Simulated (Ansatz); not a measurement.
Electronic density of states of amorphous Al28O43Ag2, density 3.30 g/cm³, on a 2×2×2 Γ-centred mesh with a Gaussian width of 0.1 eV; energies count from the Fermi level, whose place inside the gap is arbitrary. Cell and mesh are small, so fine structure isn't converged. Calculation: PBE, scalar-relativistic without spin-orbit coupling (plane waves to 420 eV, PAW; Ansatz, a program for electronic structure). Sampling: a 2×2×2 Γ-centred mesh; Fermi-Dirac width 0.02 eV; no spin polarisation. At PBE the levels at the filled edge of the gap are localised (band-tail or defect states), and the nearest spread-out levels lie 2.9 eV apart at the zone centre.

It comes from a melt-quench run on a machine-learned potential (CHGNet), relaxed afterwards by DFT. O atoms were pushed apart under 1.9 Å during the dynamics, to hinder bonds among them. The hot cell started wider than the set density and was brought back towards it in steps. It is the lowest in DFT energy of 2 quenches. It is a model cell: composition and starting density were chosen by hand, and all elements were melted together. No dispersion term was used. Its density started from a set value of 3.39 and ended at 3.30 g/cm³. The quench (nominally 410 K/ps over its main leg) was far faster than any real one, so the model tends to hold more defects than a real film. A cell of this size samples the disorder only roughly. Volume and shape were free in the relaxation.

| E - EF (eV) | states/(eV atom) |
|---|---|
| -12.00 | 0.00 |
| -11.90 | 0.00 |
| -11.80 | 0.00 |
| -11.70 | 0.00 |
| -11.60 | 0.00 |
| -11.50 | 0.00 |
| -11.40 | 0.00 |
| -11.30 | 0.00 |
| -11.20 | 0.00 |
| -11.10 | 0.00 |
| -11.00 | 0.00 |
| -10.90 | 0.00 |
| -10.80 | 0.00 |
| -10.70 | 0.00 |
| -10.60 | 0.00 |
| -10.50 | 0.00 |
| -10.40 | 0.00 |
| -10.30 | 0.00 |
| -10.20 | 0.00 |
| -10.10 | 0.00 |
| -10.00 | 0.00 |
| -9.90 | 0.00 |
| -9.80 | 0.00 |
| -9.70 | 0.00 |
| -9.60 | 0.00 |
| -9.50 | 0.00 |
| -9.40 | 0.00 |
| -9.30 | 0.00 |
| -9.20 | 0.02 |
| -9.10 | 0.07 |
| -9.00 | 0.14 |
| -8.90 | 0.16 |
| -8.80 | 0.18 |
| -8.70 | 0.22 |
| -8.60 | 0.19 |
| -8.50 | 0.26 |
| -8.40 | 0.32 |
| -8.30 | 0.32 |
| -8.20 | 0.37 |
| -8.10 | 0.35 |
| -8.00 | 0.33 |
| -7.90 | 0.38 |
| -7.80 | 0.40 |
| -7.70 | 0.36 |
| -7.60 | 0.37 |
| -7.50 | 0.40 |
| -7.40 | 0.38 |
| -7.30 | 0.42 |
| -7.20 | 0.43 |
| -7.10 | 0.45 |
| -7.00 | 0.49 |
| -6.90 | 0.48 |
| -6.80 | 0.49 |
| -6.70 | 0.50 |
| -6.60 | 0.54 |
| -6.50 | 0.51 |
| -6.40 | 0.50 |
| -6.30 | 0.48 |
| -6.20 | 0.53 |
| -6.10 | 0.58 |
| -6.00 | 0.55 |
| -5.90 | 0.57 |
| -5.80 | 0.62 |
| -5.70 | 0.60 |
| -5.60 | 0.59 |
| -5.50 | 0.59 |
| -5.40 | 0.58 |
| -5.30 | 0.61 |
| -5.20 | 0.68 |
| -5.10 | 0.70 |
| -5.00 | 0.72 |
| -4.90 | 0.73 |
| -4.80 | 0.67 |
| -4.70 | 0.67 |
| -4.60 | 0.74 |
| -4.50 | 0.76 |
| -4.40 | 0.76 |
| -4.30 | 0.82 |
| -4.20 | 0.82 |
| -4.10 | 0.77 |
| -4.00 | 0.76 |
| -3.90 | 0.77 |
| -3.80 | 0.76 |
| -3.70 | 0.71 |
| -3.60 | 0.76 |
| -3.50 | 0.77 |
| -3.40 | 0.70 |
| -3.30 | 0.67 |
| -3.20 | 0.65 |
| -3.10 | 0.71 |
| -3.00 | 0.70 |
| -2.90 | 0.59 |
| -2.80 | 0.47 |
| -2.70 | 0.50 |
| -2.60 | 0.53 |
| -2.50 | 0.35 |
| -2.40 | 0.26 |
| -2.30 | 0.22 |
| -2.20 | 0.26 |
| -2.10 | 0.41 |
| -2.00 | 0.35 |
| -1.90 | 0.27 |
| -1.80 | 0.22 |
| -1.70 | 0.14 |
| -1.60 | 0.12 |
| -1.50 | 0.04 |
| -1.40 | 0.00 |
| -1.30 | 0.00 |
| -1.20 | 0.00 |
| -1.10 | 0.00 |
| -1.00 | 0.04 |
| -0.90 | 0.12 |
| -0.80 | 0.10 |
| -0.70 | 0.02 |
| -0.60 | 0.00 |
| -0.50 | 0.00 |
| -0.40 | 0.00 |
| -0.30 | 0.00 |
| -0.20 | 0.00 |
| -0.10 | 0.00 |
| 0.00 | 0.00 |
| 0.10 | 0.00 |
| 0.20 | 0.00 |
| 0.30 | 0.00 |
| 0.40 | 0.00 |
| 0.50 | 0.00 |
| 0.60 | 0.00 |
| 0.70 | 0.01 |
| 0.80 | 0.02 |
| 0.90 | 0.01 |
| 1.00 | 0.00 |
| 1.10 | 0.00 |
| 1.20 | 0.02 |
| 1.30 | 0.05 |
| 1.40 | 0.05 |
| 1.50 | 0.06 |
| 1.60 | 0.06 |
| 1.70 | 0.03 |
| 1.80 | 0.01 |
| 1.90 | 0.02 |
| 2.00 | 0.05 |
| 2.10 | 0.07 |
| 2.20 | 0.05 |
| 2.30 | 0.04 |
| 2.40 | 0.06 |
| 2.50 | 0.07 |
| 2.60 | 0.05 |
| 2.70 | 0.09 |
| 2.80 | 0.06 |
| 2.90 | 0.07 |
| 3.00 | 0.10 |
| 3.10 | 0.07 |
| 3.20 | 0.09 |
| 3.30 | 0.09 |
| 3.40 | 0.07 |
| 3.50 | 0.10 |
| 3.60 | 0.12 |
| 3.70 | 0.13 |
| 3.80 | 0.14 |
| 3.90 | 0.15 |
| 4.00 | 0.16 |
| 4.10 | 0.19 |
| 4.20 | 0.23 |
| 4.30 | 0.24 |
| 4.40 | 0.20 |
| 4.50 | 0.17 |
| 4.60 | 0.20 |
| 4.70 | 0.27 |
| 4.80 | 0.30 |
| 4.90 | 0.27 |
| 5.00 | 0.27 |
| 5.10 | 0.30 |
| 5.20 | 0.30 |
| 5.30 | 0.36 |
| 5.40 | 0.40 |
| 5.50 | 0.37 |
| 5.60 | 0.33 |
| 5.70 | 0.30 |
| 5.80 | 0.31 |
| 5.90 | 0.36 |
| 6.00 | 0.40 |

The level gap on this mesh is 1.62 eV; the broadening fills part of it in the curve.
